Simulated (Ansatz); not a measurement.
The starting structures come from a database of crystals and need not be the phases stable at ambient conditions.

 Where the default PAW files enter, the runs use the earlier of Ansatz's two default sets.

By PBEsol, the system below comes out a metal.

Consider the following.

```yaml
crystal:
  lattice:
    - [2.78265, 0.00000, 0.00000]
    - [0.00000, 4.95065, 0.00000]
    - [0.00000, 2.47532, 1.45829]
  atoms:
    - { symbol: W, position: [0.00000, 0.00000, 0.00000] }
    - { symbol: C, position: [0.50000, 0.33333, 0.00000] }
```

Space group of this cell: Amm2. The cell is strained (lengths across the current scaled by 0.98, ions clamped); by PBEsol its mean pressure is 11.1 GPa.

The current flows along the normal of the first two printed cell vectors. No spin-orbit coupling; the value is a mean over 0.1 eV about the Fermi level.

Task: Predict the ballistic conductance per area from PBEsol (Ansatz, a program for electronic structure).

Result: 0.36 × 10¹⁵ S/m² for both spins.
